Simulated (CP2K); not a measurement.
A self-consistent single point of NaCl (Fm-3m, 2 atoms in the cell) with CP2K.

Method: PBE, GPW, DZVP-MOLOPT-SR-GTH basis, GTH-PBE potentials (GTH_POTENTIALS) (CP2K).

The change in words: lattice scaled by 0.98. Reference geometry:
```
NaCl
1.0
    3.98808     0.00000     0.00000
    1.99404     3.45378     0.00000
    1.99404     1.15126     3.25626
Na Cl
1 1
Direct
  0.00000   0.00000   0.00000
  0.50000   0.50000   0.50000
```

Reference input (self-consistent single point, DFT PBE, GPW, DZVP-MOLOPT-SR-GTH basis, GTH-PBE potentials (GTH_POTENTIALS)): CUTOFF = 950 Ry; REL_CUTOFF = 60 Ry; SMEAR/METHOD = FERMI_DIRAC; ELECTRONIC_TEMPERATURE = 232.09 K; KPOINTS/SCHEME = MONKHORST-PACK 10 10 10; GAMMA_CENTERED = T; XC_FUNCTIONAL = PBE; Na/BASIS_SET = DZVP-MOLOPT-SR-GTH; Na/POTENTIAL = GTH-PBE-q9; Cl/BASIS_SET = DZVP-MOLOPT-SR-GTH; Cl/POTENTIAL = GTH-PBE-q7; METHOD = GPW. This run's input differs from it in these lines:

```diff
@@ -64,4 +64,4 @@
     &CELL
-      ABC 3.98808200 3.98808259 3.98808253
-      ALPHA_BETA_GAMMA 60.00000753 60.00000436 60.00000485
+      ABC 3.90832100 3.90832051 3.90832012
+      ALPHA_BETA_GAMMA 59.99999961 60.00000106 60.00000435
       PERIODIC XYZ
@@ -70,3 +70,3 @@
       Na       0.00000000     0.00000000     0.00000000
-      Cl       3.98808200     2.30252050     1.62812800
+      Cl       3.90832050     2.25647000     1.59556500
     &END COORD
```

The program printed (abridged):

```
 SCF WAVEFUNCTION OPTIMIZATION

  Step     Update method      Time    Convergence         Total energy    Change
     1 NoMix/Diag. 0.30E+00      -     0.94925999       -62.9325772217 -6.29E+01
     2 Broy./Diag. 0.30E+00      -     0.02656186       -62.1940067763  7.39E-01
     3 Broy./Diag. 0.30E+00      -     0.05658161       -62.7191244793 -5.25E-01
     4 Broy./Diag. 0.30E+00      -     0.00515219       -62.9447292764 -2.26E-01
     5 Broy./Diag. 0.30E+00      -     0.00196771       -62.9253437663  1.94E-02
     6 Broy./Diag. 0.30E+00      -     0.00084279       -62.9239655234  1.38E-03
   [... 3 lines left out ...]
    10 Broy./Diag. 0.30E+00      -     0.00002067       -62.9220405257  1.54E-04
    11 Broy./Diag. 0.30E+00      -     0.00000095       -62.9219884417  5.21E-05
    12 Broy./Diag. 0.30E+00      -     0.00000111       -62.9219884998 -5.81E-08
    13 Broy./Diag. 0.30E+00      -     0.00000003       -62.9219892125 -7.13E-07
  *** SCF run converged in    13 steps ***

  Overlap energy of the core charge distribution:               0.00000000000000
  Self energy of the core charge distribution:               -160.65642409561110
  Core Hamiltonian energy:                                     42.22106395192285
  Hartree energy:                                              65.70003313752308
  Exchange-correlation energy:                                -10.18666220635520
  Electronic entropic energy:                                  -0.00000000000000
  Fermi energy:                                                 0.10383259024338

  Total energy:                                               -62.92198921252037
  Total energy (extrapolated to T->0):                        -62.92198921252037

   [... lines left out ...]

 STRESS| Analytical stress tensor [bar]
 STRESS|                        x                   y                   z
 STRESS|      x        3.01575308105E+04   4.49062585755E+02   3.17535126171E+02
 STRESS|      y        4.49062585755E+02   2.96390522382E+04   1.83328734100E+02
 STRESS|      z        3.17535126171E+02   1.83328734100E+02   2.95094580959E+04
 STRESS| 1/3 Trace                                             2.97686803815E+04
```

The run converged in 13 iterations. Against the reference run the free energy rises by 15.7 meV/atom, the pressure goes from 0.95 to 2.98 GPa and the gap on the mesh goes from 5.047 to 5.304 eV.

The starting cell has typed, rounded lattice constants, without a prior relaxation at this level. For this run, on top of that: lattice scaled by 0.98. Values carry the incompleteness of an atom-centred basis.

Cost on one core of a shared machine: roughly 40 s.
